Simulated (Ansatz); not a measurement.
## Response to strain in Ag

Consider Ag in the fcc (Cu type) structure (space group Fm-3m, No. 225; a = 4.0542 Å; relaxed with 0.1 eV smearing). Axes: x, y, z lie along the cube axes.

Strains are applied to the cell and any free atomic positions relax; under biaxial strain the out-of-plane vector relaxes too.

All numbers come from Ansatz (an electronic-structure program), PBEsol, PAW, cutoff 420 eV, no SOC, earlier PAW set.

Notes on the quantities. energy relative to the base: free energy F; pressure: mean of the normal stresses, compression positive.

```json
[
 {"case": "base", "volume per atom": "16.66 Å³", "energy relative to the base": "0 meV/atom", "pressure": "0.0 GPa"},
 {"case": "biaxial strain +2.01 %, plane normal [001], relaxed out of plane", "volume per atom": "16.81 Å³", "energy relative to the base": "…", "pressure": "-1.0 GPa"},
 {"case": "biaxial strain +3.69 %, plane normal [110], relaxed out of plane", "volume per atom": "…", "energy relative to the base": "…", "pressure": "-4.1 GPa"},
 {"case": "isotropic strain +1.24 %", "volume per atom": "17.29 Å³", "energy relative to the base": "+8.1 meV/atom", "pressure": "-4.0 GPa"},
 {"case": "uniaxial strain ε_xx = +0.99 %", "volume per atom": "16.82 Å³", "energy relative to the base": "+0.7 meV/atom", "pressure": "-1.1 GPa"},
 {"case": "uniaxial strain ε_yy = −0.86 %", "volume per atom": "16.52 Å³", "energy relative to the base": "+0.6 meV/atom", "pressure": "1.1 GPa"}
]
```

**Question.** Some entries are withheld; estimate them.

**Answer.** 
- biaxial strain +2.01 %, plane normal [001], relaxed out of plane, energy relative to the base: +3.4 meV/atom
- biaxial strain +3.69 %, plane normal [110], relaxed out of plane, volume per atom: 17.40 Å³
- biaxial strain +3.69 %, plane normal [110], relaxed out of plane, energy relative to the base: +25 meV/atom

A biaxial case was relaxed in a doubled cell and then solved in the primitive one. Whether these cells are dynamically stable was not tested.
